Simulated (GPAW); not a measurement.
Band structure of LaSi₂Ru (P2_1/m, 8 atoms in the cell).

```yaml
crystal:
  lattice:
    - [4.53875, 0.00000, 0.00000]
    - [0.00000, 4.12302, 0.00000]
    - [-1.85128, 0.00000, 8.17974]
  atoms:
    - { symbol: La, position: [0.09301, 0.75000, 0.20169] }
    - { symbol: La, position: [0.90699, 0.25000, 0.79831] }
    - { symbol: Si, position: [0.82922, 0.75000, 0.50577] }
    - { symbol: Si, position: [0.17078, 0.25000, 0.49423] }
    - { symbol: Si, position: [0.53867, 0.25000, 0.09215] }
    - { symbol: Si, position: [0.46133, 0.75000, 0.90785] }
    - { symbol: Ru, position: [0.62037, 0.25000, 0.38944] }
    - { symbol: Ru, position: [0.37963, 0.75000, 0.61056] }
```

Computed with LDA (Perdew-Wang 92), GPAW PAW datasets LDA (gpaw-data 1.0.1) (plane waves; GPAW).

Settings: mode = pw; ecut = 800 eV; xc = LDA; kpts = 6 6 3; mesh shift (steps) = 0.5 0.5 0.5; occupations.name = methfessel-paxton; occupations.width = 0.05 eV; occupations.order = 1; nbands = -12; symmetry.symmorphic = false; symmetry.tolerance = 0.0005; maxiter = 100; bandpath_npoints = 80.

The starting cell comes from a database of computed structures (which also holds hypothetical and non-ambient phases and stackings), without a prior relaxation at this level. Spin polarisation is off.

Levels in eV from the Fermi level, bands 32 to 39:
```tsv
point	32	33	34	35	36	37	38	39
Γ	-0.92	-0.78	-0.48	0.08	0.25	0.43	1.56	1.69
Y	-0.84	-0.74	-0.17	-0.12	0.11	0.77	0.99	2.04
H	-1.18	-0.83	-0.82	0.47	0.60	0.70	0.89	1.72
C	-1.27	-0.66	-0.40	0.07	0.23	0.71	1.10	1.51
E	-1.86	-1.43	-1.43	-0.70	-0.70	1.02	1.02	1.95
M1	-1.78	-1.46	-1.46	-0.83	-0.83	1.07	1.07	2.04
A	-1.85	-1.38	-1.38	-0.78	-0.78	1.01	1.01	2.23
X	-1.47	-0.99	-0.95	0.38	0.83	0.86	1.27	1.73
D	-1.45	-1.26	-1.26	0.20	0.20	0.82	0.82	2.04
```

Bands cross the Fermi level along this path, so the cell is metallic at this level.
